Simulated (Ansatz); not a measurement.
## Response to strain in BaZrO3

The parent structure is BaZrO$_{3}$ in the cubic perovskite structure (space group Pm-3m, No. 221).

```
BaZrO3
1.0
    4.18064     0.00000     0.00000
    0.00000     4.18064     0.00000
    0.00000     0.00000     4.18064
Ba Zr O
1 1 3
Direct
  0.00000   0.00000   0.00000
  0.50000   0.50000   0.50000
  0.50000   0.00000   0.50000
  0.00000   0.50000   0.50000
  0.50000   0.50000   0.00000
```

Cartesian axes are those of the cell as printed.

Strains are applied to the cell and any free atomic positions relax; under biaxial strain the out-of-plane vector relaxes too.

Level of theory: PBEsol (Ansatz, a program for electronic structure, PAW, spin-orbit coupling left out).

Notes on the quantities. band gap: an upper bound: an edge found on the path is not a true extremum; the base alone; pressure: mean of the normal stresses, compression positive.

| change | out-of-plane strain | band gap | pressure |
|---|---|---|---|
| base | – | 3.17 eV | -0.01 GPa |
| biaxial strain −2.50 %, plane normal [111], relaxed out of plane | +2.05 % | 3.04 eV | 5.31 GPa |
| biaxial strain −2.00 %, plane normal [111], relaxed out of plane | +1.62 % | 3.08 eV | 4.20 GPa |
| biaxial strain −1.50 %, plane normal [111], relaxed out of plane | +1.20 % | 3.11 eV | 3.12 GPa |
| biaxial strain −1.00 %, plane normal [111], relaxed out of plane | +0.79 % | 3.14 eV | 2.05 GPa |
| biaxial strain −0.50 %, plane normal [111], relaxed out of plane | +0.39 % | 3.16 eV | 1.01 GPa |

Stability against distortions was not tested.
